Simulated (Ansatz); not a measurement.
System: Mg vacancy in rock-salt MgO with all lengths changed by -1 % (charge state -2). These are PBE, PAW (plane waves to 420 eV; Ansatz, an electronic-structure program) values and carry that method's errors.

64-site cell at the strained lattice (strain from the relaxed PBE one, atoms relaxed), a 2×2×2 k-point mesh shifted by half a step, smearing 0.01 eV, spin-restricted, no finite-size correction. Energies are static. The charge state is imposed; whether it is stable for some Fermi level was not computed. Forms of the defect that were not tried may lie lower.

The only route run: a nearby Mg atom hops onto the vacant site; the atom moves 2.81 Å along (0.00, -0.47, -0.47) of the unit cell; the moving atom starts with neighbours 2 O at 2.06, 2 O at 2.11, 2 O at 2.16 Å and ends with 2 O at 2.05, 2 O at 2.11, 2 O at 2.17 Å. Its barrier is 2.15 eV. The saddle point's order was not checked, and it lies on a symmetry element of the cell, where a band can be held. The defect has 12 equivalent sites to jump to, 2.98 Å away. Attempt frequency: take 10 THz as a typical guess.

Task: Estimate the defect's diffusion coefficient at 600 K, how far it wanders in 1 h, and how much an error of 0.1 eV in the barrier would matter.

Result: kT = 0.0517 eV, so each jump happens at Γ = ν exp(−E/kT) = 1.0e13 × exp(−41.58) ≈ 8.8e-06 s⁻¹. For uncorrelated jumps in a cubic host D = z λ² Γ / 6 = 12 × (2.98e-8 cm)² × 8.8e-06 / 6 ≈ 1.6e-20 cm²/s. The root-mean-square distance is √(6Dt) ≈ 0.2 nm, less than one jump, so the defect is frozen in. An error of 0.1 eV changes D by a factor exp(0.1/kT) ≈ 6.9, and the distance by its square root. This is the isolated defect's own diffusivity; trapping, its concentration and zero-point motion are left out.
